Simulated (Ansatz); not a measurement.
The starting structures come from a database of crystals and need not be the phases stable at ambient conditions.

 Where the default PAW files enter, the runs use the earlier of Ansatz's two default sets.

Crystal: Mg(AlH$_{4}$)$_{2}$ (P-3m1, not sure to be the ambient phase, 11 atoms a cell, 12.1 Å³ an atom); planes in its conventional cell.

The numbers are results of PBEsol (plane waves, PAW; Ansatz, an electronic-structure program), not measurements.

The gap is the functional's own. No spin-orbit coupling. Mid-gap values are interpolated on the energy grid.

```json
[
 {"plane": "(001)", "area of the cell (Å²)": "23.3", "mid-gap κ (1/Å)": "0.42", "largest κ in the gap (1/Å)": "0.44"},
 {"plane": "(100)", "area of the cell (Å²)": "29.7", "mid-gap κ (1/Å)": "___", "largest κ in the gap (1/Å)": "___"}
]
```

Task: The slowest decay depends on the direction. Supply the withheld values.

Result: 
- (100), mid-gap κ (1/Å): 0.36
- (100), largest κ in the gap (1/Å): 0.37
